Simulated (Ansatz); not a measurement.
WInN3 (model structure, started from the LiNbO3 type, R3c, No. 161, 10 atoms in the cell) was calculated with r²SCAN+SOC (Ansatz, a first-principles code, PAW).

Run with plane-wave cutoff 560 eV, 6×6×6 k mesh, Fermi–Dirac smearing 0.01 eV, PAW data made under PBE.

Cell (relaxed with PBEsol):

InWN₃ is modelled in the trigonal space group R3c, hexagonal axes (No. 161), Pearson symbol hR10. Cell: a = 5.362 Å, b = 5.362 Å, c = 14.416 Å, α = 90.00°, β = 90.00°, γ = 120.00°. In on 6a sees 3 N at 2.192 Å and 3 N at 2.366 Å. W on 6a sees 3 N at 1.868 Å and 3 N at 2.281 Å. N on 18b is coordinated by 1 W at 1.868 Å and 1 W at 2.281 Å and 1 In at 2.192 Å and 1 In at 2.366 Å. (Neighbours: up to the widest gap in distance over summed covalent radii, below 1.35, at either atom; cation-cation and far metal-metal contacts left out.)
(The calculation used a cell of 10 atoms; values per cell refer to that cell.)

Task: Predict the band gap.

Result: 
band gap: 1.67 eV (on the SCF k mesh)

Note: the relaxation could raise the start's symmetry but not lower it, so the cell can be a saddle point; cell and atoms aren't relaxed at this level (largest force component 0.43 eV/Å, pressure 1.0 GPa).

Static lattice: no zero-point or thermal effects.

Computing time: about 7 core-minutes (a rough figure).

A model structure was made by putting elements into a prototype or built by hand; it is no filed structure, need not be a known phase, and can be a saddle point held by its symmetry.
